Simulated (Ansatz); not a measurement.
Input and output of a zone-centre phonon calculation for TiCo (Pm-3m, 2 atoms in the cell) (Ansatz, a program for electronic structure).

Computed with LDA (PW92), default PAW files made with PBE (plane waves; Ansatz).

```xyz
2
Lattice="2.9810 0.0000 0.0000 0.0000 2.9810 0.0000 0.0000 0.0000 2.9810" Properties=species:S:1:pos:R:3 pbc="T T T"
Ti     0.0000     0.0000     0.0000
Co     1.4905     1.4905     1.4905
```

Reference input (self-consistent single point, DFT, LDA (PW92), plane waves, default PAW files made with PBE): basis.ecutwfc = 420 eV; kpoints.mp_grid.grid = 11 11 11; hamiltonian.xc = lda; hamiltonian.pseudopotentials = {kind: paw} (the program's default PAW files); scf.occupations.method = fermi_dirac; scf.occupations.width = 0.1 eV. This run's input differs from it in these lines:

Ansatz 0.2 input:
```diff
@@ -11,3 +11,3 @@
 kpoints:
-  mp_grid: { grid: [11, 11, 11] }
+  mp_grid: { grid: [12, 12, 12] }
 hamiltonian:
@@ -17,6 +17,5 @@
   occupations: { method: fermi_dirac, width: 0.1 eV }
-output:
-  forces: true
-  eigenvalues: true
-  stress: true
+phonons:
+  method: dfpt
+  qmesh: [3, 3, 3]
```

Output (repeated stretches shortened):

```
SCF iter   1: F=—  HF=-7513.913830 eV  |F-HF|=—  |Δ(HF+E_count)|=         —  Δρ=1.44e-2  dr2=2.26e-2  ethr=1.77e-3  ⟨swp⟩=3.7  Hψ=6066  notcnv=0
all-band conjugate gradients solve this SCF's bands
preconditioner: auto → none
SCF iter   2: F=—  HF=-7513.910833 eV  |F-HF|=—  |Δ(HF+E_count)|=   3.00e-3  Δρ=4.22e-3  dr2=1.84e-3  ethr=7.78e-5  ⟨swp⟩=2.8  Hψ=2989  notcnv=0
   [... lines left out ...]
SCF iter   5: F=—  HF=-7513.910609 eV  |F-HF|=—  |Δ(HF+E_count)|=   5.89e-6  Δρ=8.30e-5  dr2=1.07e-6  ethr=2.37e-7  ⟨swp⟩=1.5  Hψ=1856  notcnv=0
SCF iter   6: F=—  HF=-7513.910607 eV  |F-HF|=—  |Δ(HF+E_count)|=   2.66e-6  Δρ=4.69e-6  dr2=1.72e-9  ethr=3.68e-9  ⟨swp⟩=2.3  Hψ=2688  notcnv=0
SCF iter   7: F=—  HF=-7513.910607 eV  |F-HF|=—  |Δ(HF+E_count)|=  7.28e-12  Δρ=7.09e-7  dr2=7.55e-11  ethr=5.92e-12  ⟨swp⟩=2.2  Hψ=2558  notcnv=0
SCF iter   8: F=-7513.910607 eV  HF=-7513.910607 eV  |F-HF|=9.09e-13  |Δ(HF+E_count)|=  5.46e-12  Δρ=4.98e-8  dr2=1.62e-13  ethr=1.00e-12  ⟨swp⟩=5.2  Hψ=6623  notcnv=0
SCF 1 converged in 8 iterations: F = -7513.910607 eV  dr2 = 1.62e-13
DFPT response loops at q = (0, 0, 0) (fractional): preconditioner auto → Kerker (q_TF=auto, 2.770 Å⁻¹) (partly filled bands, converged f_vac=0.000) …
DFPT response loops at q = (0, 0, 0.3333333333333333) (fractional): mixed as the last ones told, above
DFPT response loops at q = (0, 0.3333333333333333, 0.3333333333333333) (fractional): mixed as the last ones told, above
DFPT response loops at q = (0.3333333333333333, 0.3333333333333333, 0.3333333333333333) (fractional): mixed as the last ones told, above
Free energy (F): -7513.910607 eV
Internal energy: -7513.819339 eV  (E = F + TS)
E sigma→0 (E₀):  -7513.864973 eV
   [... lines left out ...]
Fermi energy:    16.337934 eV
   [... lines left out ...]
  largest difference from the sums on the solved wave vectors: F 2.42e-2 eV, S 3.38e-5 and C_V 9.55e-6 eV/K
  zero-point energy: 0.054539 eV/cell   skipped modes (ω ≤ 0): 3   left out of the sums: 5.40e-5 of the cell's modes …
```

The run converged in 8 iterations. 

Summary of the result:
| Quantity | Value |
|---|---|
| Free energy E − TS (on the zero of these files) | -7513.9106 eV |
| Fermi level (on the code's own zero) | 16.34 eV |
| Zone-centre frequencies (cm⁻¹; negative means imaginary) | 0, 0, 0, 185, 185, 185 |

The starting cell has typed, rounded lattice constants, without a prior relaxation at this level. Its lattice was rescaled by up to half a per cent. Spin polarisation is off.

Cost on one core of a shared machine: roughly 7 min.
